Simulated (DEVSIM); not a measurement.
Structure: Co/Al2O3/p-Si capacitor, at 300 K.

| layer (left to right) | material | thickness (nm) | Na (cm⁻³) |
|---|---|---|---|
| 1 | Al2O3 | 2.10 | - |
| 2 | Si | 680 | 7.1e17 |

Metal gate on the left, work function 5 eV. Fixed charge at the semiconductor interface 0 cm⁻² (in units of +e); no interface traps.

Constants are typed, rounded textbook-type inputs, not results; the design itself was drawn at random and stands for no fabricated device. Values at 300 K.

```tsv
parameter	Al2O3	Si
gap (eV)	6.8	1.124
affinity (eV)	1.35	4.05
permittivity	9	11.7
Nc (cm⁻³)	-	2.86e19
Nv (cm⁻³)	-	3.1e19
```

DEVSIM, 1D Poisson equation in equilibrium, Boltzmann statistics, complete ionisation; no quantum confinement or tunnelling. Metal contacts follow the ideal Schottky-Mott rule: no Fermi-level pinning, no interface dipoles.

Q: Tabulate band edges, carrier densities and field at 0.6 V on the gate.

A: Energies count from the Fermi level of the right contact; mesh points crowd at the junctions.

```json
[
 {"x (μm)": "0.000", "Ec (eV)": "3.050", "Ev (eV)": "-3.750", "n (cm⁻³)": "< 1e2", "p (cm⁻³)": "< 1e2", "field (V/cm)": "450000"},
 {"x (μm)": "0.0006538", "Ec (eV)": "3.080", "Ev (eV)": "-3.720", "n (cm⁻³)": "< 1e2", "p (cm⁻³)": "< 1e2", "field (V/cm)": "450000"},
 {"x (μm)": "0.001227", "Ec (eV)": "3.106", "Ev (eV)": "-3.694", "n (cm⁻³)": "< 1e2", "p (cm⁻³)": "< 1e2", "field (V/cm)": "450000"},
 {"x (μm)": "0.001900", "Ec (eV)": "3.136", "Ev (eV)": "-3.664", "n (cm⁻³)": "< 1e2", "p (cm⁻³)": "< 1e2", "field (V/cm)": "450000"},
 {"x (μm)": "0.003003", "Ec (eV)": "0.476", "Ev (eV)": "-0.648", "n (cm⁻³)": "2.8e11", "p (cm⁻³)": "4.1e8", "field (V/cm)": "340000"},
 {"x (μm)": "0.004607", "Ec (eV)": "0.529", "Ev (eV)": "-0.595", "n (cm⁻³)": "3.6e10", "p (cm⁻³)": "3.2e9", "field (V/cm)": "320000"},
 {"x (μm)": "0.007456", "Ec (eV)": "0.617", "Ev (eV)": "-0.507", "n (cm⁻³)": "1.3e9", "p (cm⁻³)": "9.3e10", "field (V/cm)": "290000"},
 {"x (μm)": "0.01512", "Ec (eV)": "0.807", "Ev (eV)": "-0.317", "n (cm⁻³)": "800000", "p (cm⁻³)": "1.5e14", "field (V/cm)": "210000"},
 {"x (μm)": "0.02612", "Ec (eV)": "0.968", "Ev (eV)": "-0.156", "n (cm⁻³)": "1600", "p (cm⁻³)": "7.4e16", "field (V/cm)": "88000"},
 {"x (μm)": "0.04566", "Ec (eV)": "1.025", "Ev (eV)": "-0.099", "n (cm⁻³)": "170", "p (cm⁻³)": "6.7e17", "field (V/cm)": "3100"},
 {"x (μm)": "0.08310", "Ec (eV)": "1.026", "Ev (eV)": "-0.098", "n (cm⁻³)": "160", "p (cm⁻³)": "7.1e17", "field (V/cm)": "≈ 0"},
 {"x (μm)": "0.1796", "Ec (eV)": "1.026", "Ev (eV)": "-0.098", "n (cm⁻³)": "160", "p (cm⁻³)": "7.1e17", "field (V/cm)": "≈ 0"},
 {"x (μm)": "0.3183", "Ec (eV)": "1.026", "Ev (eV)": "-0.098", "n (cm⁻³)": "160", "p (cm⁻³)": "7.1e17", "field (V/cm)": "≈ 0"},
 {"x (μm)": "0.4707", "Ec (eV)": "1.026", "Ev (eV)": "-0.098", "n (cm⁻³)": "160", "p (cm⁻³)": "7.1e17", "field (V/cm)": "≈ 0"},
 {"x (μm)": "0.5855", "Ec (eV)": "1.026", "Ev (eV)": "-0.098", "n (cm⁻³)": "160", "p (cm⁻³)": "7.1e17", "field (V/cm)": "≈ 0"},
 {"x (μm)": "0.6282", "Ec (eV)": "1.026", "Ev (eV)": "-0.098", "n (cm⁻³)": "160", "p (cm⁻³)": "7.1e17", "field (V/cm)": "≈ 0"},
 {"x (μm)": "0.6523", "Ec (eV)": "1.026", "Ev (eV)": "-0.098", "n (cm⁻³)": "160", "p (cm⁻³)": "7.1e17", "field (V/cm)": "≈ 0"},
 {"x (μm)": "0.6664", "Ec (eV)": "1.026", "Ev (eV)": "-0.098", "n (cm⁻³)": "160", "p (cm⁻³)": "7.1e17", "field (V/cm)": "≈ 0"},
 {"x (μm)": "0.6755", "Ec (eV)": "1.026", "Ev (eV)": "-0.098", "n (cm⁻³)": "160", "p (cm⁻³)": "7.1e17", "field (V/cm)": "≈ 0"},
 {"x (μm)": "0.6789", "Ec (eV)": "1.026", "Ev (eV)": "-0.098", "n (cm⁻³)": "160", "p (cm⁻³)": "7.1e17", "field (V/cm)": "≈ 0"},
 {"x (μm)": "0.6808", "Ec (eV)": "1.026", "Ev (eV)": "-0.098", "n (cm⁻³)": "160", "p (cm⁻³)": "7.1e17", "field (V/cm)": "≈ 0"},
 {"x (μm)": "0.6821", "Ec (eV)": "1.026", "Ev (eV)": "-0.098", "n (cm⁻³)": "160", "p (cm⁻³)": "7.1e17", "field (V/cm)": "≈ 0"}
]
```
